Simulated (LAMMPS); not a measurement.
Molecular dynamics of Al (fcc) with 25 % of Al sites Cu, 864 atoms, bulk, with Monte Carlo swaps of unlike atoms between MD steps at 730 K (17 attempts an atom).

Method: classical MD, pair style eam/alloy, file AlCu.eam.alloy, run in LAMMPS.

```
Property                                                                                                                                           Result
------------------------------------------------------------------------------------------------------------------------  -------------------------------
volume per atom                                                                                                                         16.011 ± 0.009 Å³
Warren-Cowley parameter Al-Al, first shell (negative: neighbours more often than at random; error set to 0.002 at least)                    0.033 ± 0.002
Warren-Cowley parameter Al-Cu, first shell (negative: neighbours more often than at random; error set to 0.002 at least)                   -0.100 ± 0.003
Warren-Cowley parameter Cu-Cu, first shell (negative: neighbours more often than at random; error set to 0.002 at least)                    0.300 ± 0.010
energy change from the random arrangement                                                                                                    -11 meV/atom
cost                                                                                                                      around 110 core-seconds (rough)
```

Potential: file AlCu.eam.alloy of the LAMMPS distribution; its header cites Cai and Ye, Phys Rev B, 54, 8398-8410 (1996).

The ± values are statistical; the model's systematic error is not in them.
